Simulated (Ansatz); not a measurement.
## Input and output of a self-consistent single point for RuW (Fd-3m, 4 atoms in the cell) (Ansatz)

Method: PBE, harder PAW files (source: ansatz) (plane waves; Ansatz, an electronic-structure program).

The input file:

Ansatz 0.2 input:
```yaml
# RuW
crystal:
  lattice:
    - [0.000000, 3.110604, 3.110604]
    - [3.110604, 0.000000, 3.110604]
    - [3.110604, 3.110604, 0.000000]
  atoms:
    - { symbol: Ru, position: [0.750000, 0.750000, 0.750000] }
    - { symbol: Ru, position: [0.500000, 0.500000, 0.500000] }
    - { symbol: W, position: [0.000000, 0.000000, 0.000000] }
    - { symbol: W, position: [0.250000, 0.250000, 0.250000] }
basis:
  ecutwfc: 760.0
kpoints:
  mp_grid: { grid: [6, 6, 6] }
hamiltonian:
  xc: pbe
  pseudopotentials: { kind: paw, source: ansatz }
scf:
  occupations: { method: cold, width: 0.1 }
output:
  forces: true
  eigenvalues: true
  stress: true
```

The program printed (abridged):

```
WARN ansatz: RAYON_NUM_THREADS=1 ignored (pool sized by the plan → 1); use --threads N
Pseudopotentials: kind: paw
Pseudopotential: Ru, paw, valence charge 16
Pseudopotential: W, paw, valence charge 28
Crystal: 4 atoms, lattice volume = 60.196 Å³
Basis set: ecut = 760 eV, 2837 PW (Γ), exchange–correlation on 100×100×100 points (8 copies of the dense FFT grid, shifted against one another)
Bands: 53, of which v1, the nominal top of the filled ones, is band 44 counted from 1 (43 counted from 0)
Symmetry: 48 space group operations
Space group: Fd-3m (ITA 227), of the structure as read, at distance tolerance 3.9e-5 Å
k-points: 16 of 216
Initial density: superposition of atomic densities (chi_scale 0.1, normalization cell, long waves kept (reshape's long-wave potential 0.00 eV rms))
Initial wavefunctions: pseudopotential atomic-orbital guess
Eigensolver: davidson
Functional: x = pbe(κ = 0.804, μ = 0.2195149727645171), c = pbe(β = 0.06672455060314922)
SCF iter   1: F=—  HF=-47522.085414 eV  |F-HF|=—  |Δ(HF+E_count)|=         —  Δρ=1.02e-1  dr2=6.58e0  ethr=3.10e-3  ⟨swp⟩=5.9  Hψ=2980  notcnv=0
all-band conjugate gradients solve this SCF's bands
preconditioner: auto → Resta (q_TF=auto, 2.907 Å⁻¹)
SCF iter   2: F=—  HF=-47520.749285 eV  |F-HF|=—  |Δ(HF+E_count)|=    1.34e0  S|Δr|=    0.00e0  Δρ=4.33e-2  dr2=9.25e-1  ethr=3.10e-3  ⟨swp⟩=3.2  Hψ=1737  notcnv=0  defer=27
preconditioner: auto → Kerker (q_TF=auto, 2.907 Å⁻¹)
SCF iter   3: F=—  HF=-47520.506398 eV  |F-HF|=—  |Δ(HF+E_count)|=   2.43e-1  S|Δr|=    0.00e0  Δρ=1.13e-2  dr2=7.05e-2  ethr=1.05e-3  ⟨swp⟩=2.2  Hψ=1150  notcnv=0  defer=27
SCF iter   4: F=—  HF=-47520.496576 eV  |F-HF|=—  |Δ(HF+E_count)|=   9.82e-3  S|Δr|=    0.00e0  Δρ=5.25e-3  dr2=9.12e-3  ethr=8.01e-5  ⟨swp⟩=2.0  Hψ=1350  notcnv=0  defer=27
SCF iter   5: F=—  HF=-47520.495198 eV  |F-HF|=—  |Δ(HF+E_count)|=   1.38e-3  S|Δr|=    0.00e0  Δρ=8.56e-4  dr2=1.40e-4  ethr=1.04e-5  ⟨swp⟩=2.0  Hψ=1254  notcnv=0  defer=27
SCF iter   6: F=—  HF=-47520.495261 eV  |F-HF|=—  |Δ(HF+E_count)|=   6.28e-5  S|Δr|=    0.00e0  Δρ=1.68e-4  dr2=2.60e-5  ethr=1.59e-7  ⟨swp⟩=2.0  Hψ=1482  notcnv=0  defer=27
SCF iter   7: F=—  HF=-47520.495543 eV  |F-HF|=—  |Δ(HF+E_count)|=   2.83e-4  S|Δr|=    0.00e0  Δρ=2.30e-5  dr2=3.26e-7  ethr=2.95e-8  ⟨swp⟩=1.7  Hψ=862  notcnv=0  defer=27
SCF iter   8: F=-47520.495543 eV  HF=-47520.495543 eV  |F-HF|=4.29e-10  |Δ(HF+E_count)|=   1.37e-8  S|Δr|=    0.00e0  Δρ=4.30e-6  dr2=6.43e-9  ethr=1.14e-10  ⟨swp⟩=12.5  Hψ=4176  notcnv=0
SCF 1 converged in 8 iterations: F = -47520.495543 eV  dr2 = 6.43e-9
SCF converged after 8 iterations
Stability not checked (fill_not_monotonic)
Free energy (F): -47520.495543 eV
Harris-Foulkes:  -47520.495543 eV  (|F-HF|=4.29e-10)
Internal energy: -47520.494867 eV  (E = F + TS)
E sigma→0 (E₀):  -47520.495318 eV
Entropy (-TS):   -0.000676 eV (-0.169 meV/atom)
Fermi energy:    25.122978 eV
--- Per-component energies (eV) ---
  E_band       = -233.252010
  E_kinetic    = 3174.975367
  E_local      = -22206.156916  (includes V_loc(G=0)·N_el)
  E_nonlocal   = 4351.579524
  E_hartree    = 6936.212223
  E_xc         = -1138.402265
  E_vxc        = -1343.823951  (∫ρ·V_xc dr)
  E_paw        = -21748.547583  (= ΣΔE_a)
  E_vpaw       = 1917.744099  (= ΣTr[D̂ρ^β])
  E_aug_tail   = -0.000004  (compensation charges beyond the density's cutoff)
  E_ewald      = -16890.155212
  E_smearing   = -0.000676  (= −TS)
  E_closure    = 0.000000  (closes the sum)
  Σ components = -47520.495543   (vs F -47520.495543, Δ=0.00e0)
--- Forces (eV/Å), atoms counted from 1 ---
  atom   1  Ru     0.00000000    -0.00000000    -0.00000000
   [... zero for the other atoms too ...]
  max |Σ_I F_I| component: 9.25e-17 eV/Å
--- Stress (GPa, compression-positive) ---
        2.490141       0.000000      -0.000000
        0.000000       2.490141       0.000000
       -0.000000       0.000000       2.490141
  P = ⅓ Tr σ = 2.4901 GPa (24.901 kbar)
  The stress holds the Pulay correction. Without it, at fixed plane waves, as pw.x and ABINIT print it: P = 2.4589 GPa
--- Band table (eV; the first three rows and the last of 16) ---
  k-point 0: bands = ["-49.0571", "-48.9095", "-47.7204", "-47.6116", "-17.8178", "-17.8178", "-17.8178", "-17.5520", "-17.5520", "-17.5520", "-13.4723", "-13.4723", "-13.4723", "-12.9340", "-12.9340", "-12.9340", "-3.2576", "-3.2576", "-3.2576", [...]
  k-point 1: bands = ["-49.0492", "-48.9164", "-47.7159", "-47.6175", "-17.8276", "-17.8276", "-17.8194", "-17.5497", "-17.5433", "-17.5433", "-13.4843", "-13.4843", "-13.4617", "-12.9471", "-12.9198", "-12.9198", "-3.2581", "-3.2581", "-3.2575", [...]
  k-point 2: bands = ["-49.0302", "-48.9334", "-47.7046", "-47.6316", "-17.8453", "-17.8453", "-17.8167", "-17.5508", "-17.5276", "-17.5276", "-13.5067", "-13.5067", "-13.4537", "-12.9600", "-12.8931", "-12.8931", "-3.2586", "-3.2586", "-3.2566", [...]
  k-point 15: bands = ["-48.9806", "-48.9806", "-47.6696", "-47.6696", "-17.8884", "-17.8884", "-17.6906", "-17.6906", "-17.4833", "-17.4833", "-13.5655", "-13.5655", "-13.2012", "-13.2012", "-12.8294", "-12.8294", "-3.2582", "-3.2582", "-3.2553", [...]
```

The run converged in 8 iterations.

The starting cell was generated: these elements placed on a structure prototype, without a prior relaxation; it need not be a known phase or ordering of this composition. Spin-orbit coupling is off. Spin polarisation is off. Ansatz's pressure includes its estimate of the finite-basis (Pulay) stress.
